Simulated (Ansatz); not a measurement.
We consider HfSi (model structure, started from the NbAs type, I4₁md, No. 109, 4 atoms in the cell), described by LDA in Ansatz (PAW).

Run with plane-wave cutoff 520 eV, 22×22×22 k mesh, Fermi–Dirac smearing 0.05 eV, scalar-relativistic PAW data made under PBE.

Cell (relaxed at this level):

Space group I4₁md (No. 109); a = b = 3.318 Å, c = 13.549 Å, α = β = γ = 90.00°

| atom | site | symmetry | x | y | z |
|---|---|---|---|---|---|
| Hf | 4a | 2mm. | 0.0000 | 0.0000 | 0.2580 |
| Si | 4a | 2mm. | 0.0000 | 0.0000 | 0.6580 |
(The calculation used a cell of 4 atoms; values per cell refer to that cell.)

**Question.** What does this level give for the bulk modulus B0?

**Answer.** 
bulk modulus B0: 121 GPa

The run finds no gap.

Note: the bulk modulus is −V dP/dV from two relaxed cells at ±2 % in volume; the relaxation could raise the start's symmetry but not lower it, so the cell can be a saddle point.

Spin–orbit coupling is not included; it can open a gap where bands touch, and shift volumes and moduli.

Computed values are for the static lattice.

Computing time: roughly 22 core-minutes.

A model structure was made by putting elements into a prototype or built by hand; it is no filed structure, need not be a known phase, and can be a saddle point held by its symmetry.

Ansatz is a quantum-chemistry and plane-wave program.
